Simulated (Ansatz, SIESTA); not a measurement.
A SIESTA input for a self-consistent single point of HgSe (F-43m, 2 atoms in the cell) (DFT, GGA PBE, numerical atomic orbitals DZP, PseudoDojo PBE standard norm-conserving potentials (rewritten from UPF to PSML)):

```
# files in the folder: Hg.psml Se.psml (PseudoDojo PBE standard)
SystemName  HgSe
SystemLabel HgSe

NumberOfAtoms                2
NumberOfSpecies              2
%block ChemicalSpeciesLabel
  1 80 Hg
  2 34 Se
%endblock ChemicalSpeciesLabel
LatticeConstant              1.0 Ang
%block LatticeVectors
     0.000000000    2.984938000    2.984938000
     2.984938000    0.000000000    2.984938000
     2.984938000    2.984938000    0.000000000
%endblock LatticeVectors
AtomicCoordinatesFormat      Ang
%block AtomicCoordinatesAndAtomicSpecies
     0.000000000    0.000000000    0.000000000  1
     4.477407000    4.477407000    4.477407000  2
%endblock AtomicCoordinatesAndAtomicSpecies

XC.functional                GGA
XC.authors                   PBE
PAO.BasisSize                DZP
PAO.EnergyShift              0.01 Ry
MeshCutoff                   350 Ry
%block kgrid.MonkhorstPack
    9   0   0  0.0
    0   9   0  0.0
    0   0   9  0.0
%endblock kgrid.MonkhorstPack
OccupationFunction           FD
ElectronicTemperature        1160.45 K

MaxSCFIterations             150
SCF.Mixer.Method             Pulay
SCF.Mixer.Weight             0.2
SCF.Mixer.History            8
SCF.DM.Tolerance             1.0E-04
Diag.ParallelOverK           true
WriteForces                  true
Charge.Mulliken              end
```

Give the Ansatz (an electronic-structure program) input for the same structure, mesh, smearing and functional.

This is the input that was run; spellings and numerical settings could be chosen otherwise.

Ansatz 0.2 input:
```yaml
# HgSe
crystal:
  lattice:
    - [0.00000000, 2.98493800, 2.98493800]
    - [2.98493800, 0.00000000, 2.98493800]
    - [2.98493800, 2.98493800, 0.00000000]
  atoms:
    - { symbol: Hg, position: [0.00000000, 0.00000000, 0.00000000] }
    - { symbol: Se, position: [0.75000000, 0.75000000, 0.75000000] }
basis:
  ecutwfc: 420.0 eV
kpoints:
  mp_grid:
    grid: [9, 9, 9]
hamiltonian:
  xc: pbe
  pseudopotentials:
    kind: paw
scf:
  occupations:
    method: fermi_dirac
    width: 0.1 eV
output:
  forces: true
  eigenvalues: true
  stress: true
```

Basis settings and potentials, where a program has them, do not carry over. This input uses DFT, PBE, plane waves, default PAW files. Both were run: pressure 7.39 GPa in SIESTA and 8.64 in Ansatz. Ansatz's pressure is the one without its finite-basis correction.

On Ansatz: the starting cell comes from a database of computed structures (which also holds hypothetical and non-ambient phases and stackings), without a prior relaxation at this level. Its lattice was rescaled by a random factor within 2.5 % of one. For this run, on top of that: lattice scaled by 0.98. With a pressure of about 9 GPa the cell is away from its equilibrium volume at this level. The run gives no clean gap (levels at the Fermi energy touch, overlap or are partly filled at this smearing), which alone does not show that the compound is a metal.

On SIESTA: the starting cell comes from a database of computed structures (which also holds hypothetical and non-ambient phases and stackings), without a prior relaxation at this level. Its lattice was rescaled by a random factor within 2.5 % of one. For this run, on top of that: lattice scaled by 0.98. Values carry the incompleteness of an atom-centred basis. With a pressure of about 7 GPa the cell is away from its equilibrium volume at this level. The run gives no clean gap (levels at the Fermi energy touch, overlap or are partly filled at this smearing), which alone does not show that the compound is a metal.
